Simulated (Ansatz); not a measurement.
Impurities on the Cu site of fcc Cu. The bounds on chemical potentials count only the phases computed here; "not settled" covers levels within 0.1 eV of a band edge and carriers that are partly localised.

Level of theory: PBE, PAW (plane waves to 420 eV; Ansatz, an electronic-structure program). Details: 32-site cell; 6×6×6 shifted k-points; no spin–orbit coupling; no Hubbard U; energies good to tenths of an eV; the relaxation kept the symmetry of the starting site.

| impurity | neighbours in the neutral state (Å) | moment (μB) | E_f of the neutral state (eV; limit and bounding phases) |
|---|---|---|---|
| Zn | Cu 2.58, Cu 2.58, Cu 2.58, Cu 2.58, Cu 2.58, Cu 2.58, Cu 2.58, Cu 2.58 (the shell may go on) | not spin-polarised | -0.08 (ZnCu (Pm-3m)) |
| Re | Cu 2.59, Cu 2.59, Cu 2.59, Cu 2.59, Cu 2.59, Cu 2.59, Cu 2.59, Cu 2.59 (the shell may go on) | not spin-polarised | 1.86 (elements) |
| Si | Cu 2.56, Cu 2.56, Cu 2.56, Cu 2.56, Cu 2.56, Cu 2.56, Cu 2.56, Cu 2.56 (the shell may go on) | not spin-polarised | -0.27 (elements) |
| Mg | Cu 2.61, Cu 2.61, Cu 2.61, Cu 2.61, Cu 2.61, Cu 2.61, Cu 2.61, Cu 2.61 (the shell may go on) | not spin-polarised | 0.35 (MgCu2 (Fd-3m)) |
| W | Cu 2.59, Cu 2.59, Cu 2.59, Cu 2.59, Cu 2.59, Cu 2.59, Cu 2.59, Cu 2.59 (the shell may go on) | not spin-polarised | 2.04 (elements) |
| Rh | Cu 2.59, Cu 2.59, Cu 2.59, Cu 2.59, Cu 2.59, Cu 2.59, Cu 2.59, Cu 2.59 (the shell may go on) | not spin-polarised | 0.01 (elements) |
| B | Cu 2.50, Cu 2.50, Cu 2.50, Cu 2.50, Cu 2.50, Cu 2.50, Cu 2.50, Cu 2.50 (the shell may go on) | not spin-polarised | 1.94 (elements) |
